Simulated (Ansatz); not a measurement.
The reference is Hf in the hcp (Mg type) structure (space group P6_3/mmc, No. 194; a = 3.2040 Å, c = 5.0726 Å; relaxed with 0.1 eV smearing).

Structures relaxed with Kohn–Sham DFT with the PBE functional, run in Ansatz (a first-principles code) with PAW and 420 eV plane waves, scalar-relativistic without spin-orbit coupling.

Base:

Simulated powder pattern, Cu Kα1, λ = 1.54056 Å (kinematic, ideal powder, no thermal factors, no anomalous dispersion; the 10 strongest lines at most, above 2 %, up to 2θ = 90°):

```json
[
 {"2θ (°)": "32.23", "I/Imax (%)": "24", "hkl": "(100)"},
 {"2θ (°)": "35.36", "I/Imax (%)": "25", "hkl": "(002)"},
 {"2θ (°)": "36.89", "I/Imax (%)": "100", "hkl": "(101)"},
 {"2θ (°)": "48.59", "I/Imax (%)": "16", "hkl": "(102)"},
 {"2θ (°)": "57.48", "I/Imax (%)": "19", "hkl": "(110)"},
 {"2θ (°)": "64.48", "I/Imax (%)": "20", "hkl": "(103)"},
 {"2θ (°)": "69.32", "I/Imax (%)": "22", "hkl": "(112)"},
 {"2θ (°)": "70.28", "I/Imax (%)": "16", "hkl": "(201)"},
 {"2θ (°)": "78.52", "I/Imax (%)": "3.9", "hkl": "(202)"},
 {"2θ (°)": "83.80", "I/Imax (%)": "3.4", "hkl": "(104)"}
]
```

After one change:

Simulated powder pattern, Cu Kα1, λ = 1.54056 Å (kinematic, ideal powder, no thermal factors, no anomalous dispersion; the 10 strongest lines at most, above 2 %, up to 2θ = 90°):

```csv
2θ (°),I/Imax (%)
32.07,24
35.18,25
36.70,100
48.34,16
57.17,19
64.12,20
68.93,22
69.88,16
78.06,3.9
83.29,3.4
```

Question: What was done to the base?
(A) isotropic strain −2.00 %
(B) isotropic strain +0.50 %
(C) isotropic strain −3.00 %
(D) isotropic strain +1.50 %

Answer: B, isotropic strain +0.50 %. Its volume per atom is 22.89 Å³ against 22.55 Å³, and its space group is P6_3/mmc (No. 194).

No phonon test of stability was made. All final runs are without spin polarisation.
